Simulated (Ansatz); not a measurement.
Ansatz (a first-principles code) run on HfSi (Pm, 8 atoms in the cell): self-consistent single point.

Method of the run: LDA (PW92), default PAW files made with PBE (plane waves; Ansatz).

```
HfSi
1.0
    6.84181     0.00000     0.00000
    0.00000     3.75692     0.00000
    0.00000     0.00000     5.20778
Hf Si
4 4
Direct
  0.67514   0.25000   0.38399
  0.32486   0.75000   0.62561
  0.82486   0.75000   0.87439
  0.17514   0.25000   0.12561
  0.54312   0.25000   0.86087
  0.45688   0.75000   0.13913
  0.95688   0.75000   0.36087
  0.04312   0.25000   0.63913
```

Reference input (self-consistent single point, DFT, LDA (PW92), plane waves, default PAW files made with PBE): basis.ecutwfc = 420 eV; kpoints.mp_grid.grid = 3 7 5; hamiltonian.xc = lda; hamiltonian.pseudopotentials = {kind: paw} (the program's default PAW files); scf.occupations.method = gaussian; scf.occupations.width = 0.1 eV. This run's input differs from it in these lines:

Ansatz 0.2 input:
```diff
@@ -18,3 +18,3 @@
 kpoints:
-  mp_grid: { grid: [3, 7, 5] }
+  mp_grid: { grid: [6, 10, 7] }
 hamiltonian:
@@ -23,3 +23,3 @@
 scf:
-  occupations: { method: gaussian, width: 0.1 }
+  occupations: { method: gaussian, width: 0.05 }
 output:
```

Output (repeated stretches shortened):

```
SCF iter   1: F=—  HF=-64349.219893 eV  |F-HF|=—  |Δ(HF+E_count)|=         —  Δρ=5.97e-3  dr2=6.33e-2  ethr=1.77e-3  ⟨swp⟩=5.8  Hψ=33425  notcnv=0  defer=75
all-band conjugate gradients solve this SCF's bands
preconditioner: auto → Resta (q_TF=auto, 2.679 Å⁻¹)
SCF iter   2: F=—  HF=-64349.206998 eV  |F-HF|=—  |Δ(HF+E_count)|=   1.29e-2  Δρ=3.28e-3  dr2=1.21e-2  ethr=5.27e-5  ⟨swp⟩=2.2  Hψ=13882  notcnv=0  defer=282
   [... lines left out ...]
SCF iter   5: F=—  HF=-64349.203930 eV  |F-HF|=—  |Δ(HF+E_count)|=   1.47e-5  Δρ=4.97e-5  dr2=4.42e-6  ethr=1.49e-7  ⟨swp⟩=2.0  Hψ=10811  notcnv=0  defer=282
SCF iter   6: F=—  HF=-64349.203921 eV  |F-HF|=—  |Δ(HF+E_count)|=   9.85e-6  Δρ=1.01e-5  dr2=1.56e-7  ethr=3.68e-9  ⟨swp⟩=2.0  Hψ=14519  notcnv=0  defer=282
SCF iter   7: F=—  HF=-64349.203921 eV  |F-HF|=—  |Δ(HF+E_count)|=   7.66e-8  Δρ=6.81e-6  dr2=1.22e-7  ethr=8.33e-11  ⟨swp⟩=10.4  Hψ=46265  notcnv=0
SCF iter   8: F=-64349.203921 eV  HF=-64349.203921 eV  |F-HF|=1.44e-8  |Δ(HF+E_count)|=   8.50e-8  Δρ=2.66e-6  dr2=1.42e-8  ethr=8.33e-11  ⟨swp⟩=4.9  Hψ=34270  notcnv=0
SCF 1 converged in 8 iterations: F = -64349.203921 eV  dr2 = 1.42e-8
Free energy (F): -64349.203921 eV
Internal energy: -64349.202080 eV  (E = F + TS)
E sigma→0 (E₀):  -64349.203000 eV
Entropy (-TS):   -0.001841 eV (-0.230 meV/atom)
Fermi energy:    17.663663 eV
--- Forces (eV/Å), atoms counted from 1 ---
  atom   1  Hf    -0.02874704     0.00000000    -0.65623944
  atom   2  Hf    -0.01862503     0.00000000     0.08903975
  atom   3  Hf    -0.03494238     0.00000000     0.08109563
  atom   4  Hf     0.01087654     0.00000000     0.06367668
  atom   5  Si     0.00493651     0.00000000     0.19300674
  atom   6  Si     0.05683364     0.00000000     0.18224289
  atom   7  Si    -0.07110289     0.00000000    -0.08538985
  atom   8  Si     0.08077423     0.00000000     0.13256538
--- Stress (GPa, compression-positive) ---
       -4.394154       0.000000      -0.330054
        0.000000      -4.451718       0.000000
       -0.330054       0.000000      -4.089433
  P = ⅓ Tr σ = -4.3118 GPa (-43.118 kbar)
  The stress holds the Pulay correction. Without it, at fixed plane waves, as pw.x and ABINIT print it: P = -4.3523 GPa
```

The run converged in 8 iterations. Against the reference run the free energy goes up by 1.2 meV/atom, the pressure stays near -4.31 GPa while the yy stress (positive for compression) goes from -4.97 to -4.45 GPa and the largest force goes from 0.632 to 0.657 eV/Å.

The starting cell comes from a database of computed structures (which also holds hypothetical and non-ambient phases and stackings), without a prior relaxation at this level. Its lattice was rescaled by up to half a per cent. One atom was moved a little off its site on purpose. With a pressure of about -4 GPa the cell is away from its equilibrium volume at this level. Ansatz's pressure includes its estimate of the finite-basis (Pulay) stress.

Cost on one core of a shared machine: roughly 3 min.
